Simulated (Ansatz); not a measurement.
## How the polycrystal shear modulus of fluorite HfO2 (high-temperature phase) moves with the method

No measured value is used here.

```tsv
level (code)	value (GPa)	cell (Å³/atom)
LDA (Ansatz)	123	10.42
PBE (Ansatz)	?	11.04
PBE-D3(BJ) (Ansatz)	114	10.88
PBE0 (Ansatz)	127	10.77
```

**Question.** Some entries are withheld; supply them.

**Answer.** 
- PBE (Ansatz, an electronic-structure program), value (GPa): 110

Density-functional levels without +SOC have no spin–orbit coupling. LDA, PBE, PBE-D3(BJ), PBE0: symmetry holds this phase in the static calculation, where it need not be a minimum. PBE-D3(BJ): the dispersion coefficients are held fixed in the derivatives. Each level is taken at its own relaxed cell. Ansatz's density-functional and Hartree–Fock values are scalar-relativistic unless marked +SOC, with PAW data made under PBE.
